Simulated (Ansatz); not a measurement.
Take Sr3BiN in the anti-perovskite structure (space group Pm-3m, No. 221; a = 5.171 Å; a cell from a computed database, its experimental status unchecked) as the base. Axes: x, y, z lie along the cube axes.

It is then changed as follows: uniaxial strain ε_yy = +0.69 %, all other strain components held at zero, atoms relaxed at fixed cell.

Levels (all Ansatz, a first-principles code, PAW): PBEsol (420 eV, scalar-relativistic without spin-orbit coupling); r2SCAN (500 eV, spin-orbit coupling left out); HSE06 (420 eV, no spin-orbit coupling).

One geometry, relaxed with PBEsol, under each level:

```tsv
level	band gap	lowest conduction level above the VBM at special points	pressure
PBEsol	0.19 eV	Γ 0.19 eV; Z 1.43 eV; X 1.44 eV; A 1.83 eV	-3.2 kbar
r2SCAN	0.53 eV	Γ 0.53 eV; Z 1.76 eV; X 1.77 eV; A 2.26 eV	11.7 kbar
HSE06	?	?	–
```

**Question.** Give the withheld HSE06 results.

**Answer.** 
- HSE06, band gap: 0.89 eV
- HSE06, lowest conduction level above the VBM at special points: Γ 0.89 eV; Z 2.17 eV; X 2.18 eV

Single points use the geometry relaxed with PBEsol. Their cutoffs differ, which shifts pressures a little. With Bi present, leaving out spin-orbit coupling can change the band edges. Whether these cells are dynamically stable was not tested. The zero or small gap of Sr3BiN can change with the level of theory. Labels are those of the standard path for the cell's own space group.
